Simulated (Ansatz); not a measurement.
```
CELL_PARAMETERS angstrom
      0.00000     2.84809     2.84809
      2.84809     0.00000     2.84809
      2.84809     2.84809     0.00000
ATOMIC_POSITIONS crystal
  Zn 0.00000 0.00000 0.00000
  Se 0.75000 0.75000 0.75000
```

These are PBEsol with spin-orbit coupling, rigid bands (plane waves, PAW; Ansatz, a first-principles code) values and carry that method's errors. Condition of this run: hydrostatic pressure -2 GPa (the target of the relaxation). Cell: cell and atoms relaxed with PBEsol, then loaded as said.

Question: Predict the electron conductivity mass (n e² τ/σ) at 300 K, by direction if it differs.

Answer: 0.093 mₑ.

Question: Predict the hole conductivity mass (n e² τ/σ) at 300 K, by direction if it differs.

Answer: 0.69 mₑ.

Question: And the band gap?

Answer: 0.98 eV at this level; semilocal functionals usually fall short of the measured gap.

Rigid bands, one relaxation time for all states, no polarons.
